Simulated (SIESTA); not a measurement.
Band structure of CrPd3 (Pm-3m, 4 atoms in the cell).

```
CrPd3
1.0
    3.89088     0.00000     0.00000
    0.00000     3.89088     0.00000
    0.00000     0.00000     3.89088
Cr Pd
1 3
Direct
  0.00000   0.00000   0.00000
  0.00000   0.50000   0.50000
  0.50000   0.00000   0.50000
  0.50000   0.50000   0.00000
```
Moments meant for the start (each program seeds them in its own way; μB, in the order of the atoms Cr Pd Pd Pd): 3.0 0.0 0.0 0.0.

Computed with GGA PBEsol, numerical atomic orbitals DZP, PseudoDojo PBEsol standard norm-conserving potentials (rewritten from UPF to PSML) (SIESTA).

Settings: XC.functional = GGA; XC.authors = PBEsol; potentials = PseudoDojo PBEsol standard; PAO.BasisSize = DZP; PAO.EnergyShift = 0.01 Ry; MeshCutoff = 350 Ry; kgrid.MonkhorstPack = 9 9 9; OccupationFunction = MP; OccupationMPOrder = 0; ElectronicTemperature = 272 meV; Spin = polarized; DM.InitSpin = [1 +3.00, 2 +0.00, 3 +0.00, 4 +0.00]; MaxSCFIterations = 150; SCF.Mixer.Method = Pulay.

The starting cell comes from a database of computed structures (which also holds hypothetical and non-ambient phases and stackings), without a prior relaxation at this level. With one magnetic atom in the cell only a parallel order is possible. Values carry the incompleteness of an atom-centred basis.

Levels in eV from the Fermi level, bands 33 to 38 of the first spin channel:
```csv
point,33,34,35,36,37,38
Γ,0.13,0.13,0.51,0.51,0.51,3.03
X,-0.97,-0.80,-0.75,-0.35,0.13,0.50
M,-1.43,-0.98,-0.73,-0.73,2.06,2.06
R,0.13,0.20,0.20,0.20,0.50,0.50
```

Bands cross the Fermi level along this path, so the cell is metallic at this level.

Higher empty bands are left out: an atom-centred basis made for the valence describes them poorly.

The net moment of the cell came out as 3.00 μB.
